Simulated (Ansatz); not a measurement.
The reference is HfO2 in the CdI2 type structure (space group P-3m1, No. 164; a = 3.2266 Å, c = 4.5562 Å; a hypothetical phase, not in the database extracts checked; layered, stacked along the Cartesian z axis).

Levels (all Ansatz, a program for electronic structure, PAW): r2SCAN+rVV10 (500 eV, no spin-orbit coupling); HSE06 (420 eV, scalar-relativistic without spin-orbit coupling).

The geometry is relaxed with r2SCAN+rVV10.

| Quantity | Result |
|---|---|
| r2SCAN+rVV10 lowest conduction level above the VBM at special points | K 4.92 eV; M 4.96 eV; L 5.53 eV; Γ 5.64 eV |

Task: Predict the lowest conduction level above the VBM at special points from HSE06.

Result: The lowest conduction level above the VBM at special points becomes K 6.13 eV; M 6.12 eV; L 6.70 eV; Γ 6.83 eV (r2SCAN+rVV10: K 4.92 eV; M 4.96 eV; L 5.53 eV; Γ 5.64 eV).

Single points use the geometry relaxed with r2SCAN+rVV10. HSE06 was sampled on its mesh, a few special points and the semilocal edge points, so its gap is an upper bound. The levels and masses belong to the bands next to the band gap. Stability against distortions was not tested.
